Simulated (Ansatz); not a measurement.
An Ansatz (a first-principles code) input (Ansatz PBEsol, no SOC):

Ansatz 0.2 input:
```yaml
crystal:
  lattice:
    - [0.0313008062, 2.1888675674, 2.1888675674]
    - [2.1888675674, 0.0313008062, 2.1888675674]
    - [2.2201683736, 2.2201683736, 0]
  atoms:
    - { symbol: Al, position: [0, 0, 0] }
    - { symbol: N, position: [0.25, 0.25, 0.25] }
basis: { ecutwfc: 420, ecutrho_ratio: 4, xc_grid: 2, fft_grid_basis: typed }
kpoints: { mp_grid: { grid: [13, 13, 13] } }
hamiltonian:
  xc: pbesol
  dispersion: none
  pseudopotentials: { kind: paw }
scf: { occupations: { method: fermi_dirac, width: 0.05 }, convergence: { dr2_threshold: 0.0000000002 } }
relax: { f_tol: 0.005, max_steps: 50 }
output: { forces: true, stress: true }
checkpoint: { write: state.ck, write_every: 1000 }
```

Problem. Which symmetry and how many k-points will the program report, and about how many plane waves at Γ?

Solution. Space group Imm2 (ITA 44) with 4 operations, k-points 343 of 2197, and 411 plane waves at Γ.

The cells carry an imposed strain or load. Stability against distortions was not tested. The cell was made from AlN in the zinc blende structure (space group F-43m, No. 216) by this change: tensor shear ε_xy = +1.43 %. This is not the structure that AlN has at room temperature and ambient pressure.
